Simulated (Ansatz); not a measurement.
# Response to strain in BaTiO3

The parent structure is BaTiO₃ in the cubic perovskite structure (space group Pm-3m, No. 221).

```
BaTiO3
1.0
    3.96988     0.00000     0.00000
    0.00000     3.96988     0.00000
    0.00000     0.00000     3.96988
Ba Ti O
1 1 3
Cartesian
  0.00000   0.00000   0.00000
  1.98494   1.98494   1.98494
  1.98494   0.00000   1.98494
  0.00000   1.98494   1.98494
  1.98494   1.98494   0.00000
```

Strains are applied to the cell and any free atomic positions relax.

All numbers come from DFT with PBEsol, PAW potentials and a 420 eV plane-wave cutoff in Ansatz (a quantum-chemistry and plane-wave program), without spin-orbit coupling.

```csv
case,pressure,gap character,shortest interatomic distance
base,-0.01 GPa,"indirect, R → Γ",1.985 Å
isotropic strain −3.00 %,20.21 GPa,direct at Γ,1.925 Å
isotropic strain −2.40 %,15.46 GPa,direct at Γ,1.937 Å
isotropic strain −1.80 %,11.09 GPa,"indirect, R → Γ",1.949 Å
isotropic strain −1.20 %,7.07 GPa,"indirect, R → Γ",1.961 Å
isotropic strain −0.60 %,3.38 GPa,"indirect, R → Γ",1.973 Å
```

Whether these cells are dynamically stable was not tested. The final runs are not spin-polarised. Many cubic perovskites are stable only at high temperature; tilts and polar distortions were not tested. This is not the structure that BaTiO3 has at room temperature and ambient pressure.
